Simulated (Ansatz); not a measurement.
## Response to strain in InSb

The reference is InSb (space group Cmcm, No. 63; a = 6.009 Å, b = 6.245 Å, c = 17.309 Å; a cell from a computed database, its experimental status unchecked). Axes: x, y, z lie along a, b, c of the conventional cell.

Strains are applied to the cell and any free atomic positions relax; under biaxial strain the out-of-plane vector relaxes too.

The values are results of plane-wave PAW DFT at the PBEsol level (Ansatz, a quantum-chemistry and plane-wave program, 420 eV), no spin-orbit coupling, not measurements.

Notes on the quantities. pressure: mean of the normal stresses, compression positive.

```csv
case,pressure,volume per atom
base,0.0 GPa,27.07 Å³
"biaxial strain +1.07 %, plane normal [001], relaxed out of plane",-0.7 GPa,27.38 Å³
"biaxial strain +1.21 %, plane normal [001], relaxed out of plane",-0.8 GPa,27.42 Å³
uniaxial strain ε_yy = −2.96 %,1.8 GPa,26.27 Å³
```

Without a gap, meshes like the base's 9×9×3 leave anisotropic stresses uncertain by several tenths of a GPa, and small strain energies with them. No phonon test of stability was made. All final runs are without spin polarisation. This is not the structure that InSb has at room temperature and ambient pressure.
